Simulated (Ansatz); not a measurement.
The starting structures come from a database of crystals and need not be the phases stable at ambient conditions.

 Where the default PAW files enter, the runs use the earlier of Ansatz's two default sets.

By PBEsol, the system below comes out a metal.

Without scattering a metal conducts by its projected Fermi surface.

Input:

```
TiSi
1.0
    3.55911     0.00000     0.00000
    0.00000     4.89361     0.00000
    0.00000     0.00000     6.38199
Ti Si
4 4
Direct
  0.75000   0.62822   0.67568
  0.25000   0.37178   0.32432
  0.25000   0.12822   0.82432
  0.75000   0.87178   0.17568
  0.75000   0.14460   0.54393
  0.25000   0.85540   0.45607
  0.25000   0.64460   0.95607
  0.75000   0.35540   0.04393
```

Space group of this cell: Pnma. The cell is strained (all lengths scaled by 0.98); by PBEsol its mean pressure is 7.4 GPa.

The current flows along the normal of the first two printed cell vectors. No spin-orbit coupling; the value is a mean over 0.1 eV about the Fermi level.

Task: State the ballistic conductance per area according to PBEsol in Ansatz (a quantum-chemistry and plane-wave program).

Result: 0.26 × 10¹⁵ S/m² for both spins.
